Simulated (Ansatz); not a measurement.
Rutile MgH₂ was calculated with HSE06 (PAW; Ansatz, a first-principles code).

Settings: plane-wave cutoff 500 eV, 6×6×8 k mesh (along the axes of the cell as run), gaussian smearing 0.02 eV, scalar-relativistic PAW data made under PBE.

Cell (relaxed at this level):

Space group P4₂/mnm (No. 136); a = 4.488 Å, b = 4.488 Å, c = 2.997 Å, α = 90.00°, β = 90.00°, γ = 90.00°

| atom | site | symmetry | x | y | z |
|---|---|---|---|---|---|
| Mg | 2a | m.mm | 0.0000 | 0.0000 | 0.0000 |
| H | 4f | m.2m | 0.3045 | 0.3045 | 0.0000 |

### Question
Predict the band gap.

### Answer

band gap: 4.94 eV (on the SCF k mesh)

Computed values are for the static lattice.

The result took around 2.8 core-minutes (rough).
